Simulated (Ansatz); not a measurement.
Base system: a 12-atom supercell of Cu in the fcc (Cu type) structure (space group Fm-3m, No. 225) at its relaxed geometry.

```
Cu
1.0
    0.00000     3.57675     3.57675
    3.57675    -3.57675     3.57675
    3.57675     3.57675     0.00000
Cu
12
Direct
  0.00000   0.00000   0.00000
  0.00000   0.00000   0.50000
  0.16667   0.33333   0.16667
  0.16667   0.33333   0.66667
  0.33333   0.66667   0.33333
  0.33333   0.66667   0.83333
  0.50000   0.00000   0.00000
  0.50000   0.00000   0.50000
  0.66667   0.33333   0.16667
  0.66667   0.33333   0.66667
  0.83333   0.66667   0.33333
  0.83333   0.66667   0.83333
```

Calculations: Ansatz (a program for electronic structure), r2SCAN, PAW, cutoff 500 eV, without spin-orbit coupling.

Before the change:

Pressure: 0.0 GPa

The change: a neutral Cu vacancy, atoms relaxed at fixed cell, starting from a slightly rattled geometry.

Question: How does this affect the pressure and largest displacement of a host atom from its site in the perfect cell?

Answer: The pressure goes from zero to -4.0 GPa; the largest displacement of a host atom from its site in the perfect cell is 0.03 Å.

The cell is small, so the values are those of an ordered compound at a high defect concentration; dilute-limit values will differ. The final runs are not spin-polarised. The defect cell is not spin-polarised.
